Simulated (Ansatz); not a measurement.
# HgSe, pressure series

Consider HgSe in the zinc blende structure (space group F-43m, No. 216).

```cif
data_Hg4Se4
_chemical_formula_sum 'Hg4 Se4'
_space_group_name_H-M_alt 'F-43m'
_space_group_IT_number 216
_space_group_name_Hall 'F -4 2 3'
_cell_length_a 6.13278
_cell_length_b 6.13278
_cell_length_c 6.13278
_cell_angle_alpha 90.000
_cell_angle_beta 90.000
_cell_angle_gamma 90.000
loop_
_atom_site_label
_atom_site_type_symbol
_atom_site_symmetry_multiplicity
_atom_site_Wyckoff_symbol
_atom_site_fract_x
_atom_site_fract_y
_atom_site_fract_z
_atom_site_occupancy
Hg1 Hg 4 a 0.00000 0.00000 0.00000 1
Se1 Se 4 d 0.75000 0.75000 0.75000 1
```
(The calculation used a cell of 2 atoms; values per cell refer to that cell.)

Cell and atoms are relaxed at each pressure.

Method: PBEsol, PAW, 420 eV (Ansatz, a program for electronic structure; no SOC).

Notes on the quantities. enthalpy: H = E + PV relative to the base's energy.

```csv
change,shortest interatomic distance,density,enthalpy
base,2.656 Å,8.05 g/cm³,–
pressure −2 GPa,2.695 Å,7.71 g/cm³,-0.37 eV/atom
pressure −1 GPa,2.674 Å,7.88 g/cm³,-0.18 eV/atom
pressure 0.9 GPa,2.641 Å,8.18 g/cm³,+0.16 eV/atom
pressure 2.1 GPa,2.623 Å,8.35 g/cm³,+0.37 eV/atom
pressure 4.5 GPa,2.592 Å,8.66 g/cm³,+0.78 eV/atom
pressure 9 GPa,2.546 Å,9.14 g/cm³,+1.51 eV/atom
pressure 15 GPa,2.498 Å,9.67 g/cm³,+2.44 eV/atom
pressure 22.5 GPa,2.452 Å,10.23 g/cm³,+3.53 eV/atom
pressure 30 GPa,2.415 Å,10.71 g/cm³,+4.56 eV/atom
```

A case with no gap was solved on a k-mesh chosen for an insulator, which is coarse for it. Load acts through the strain it causes; cell and atoms are relaxed under it. Stability against distortions was not tested. Tetrahedral semiconductors of this kind turn to denser phases somewhere between about 1 and 50 GPa; those were not computed, so compressed cells here can lie past the real transition. The final runs are not spin-polarised.
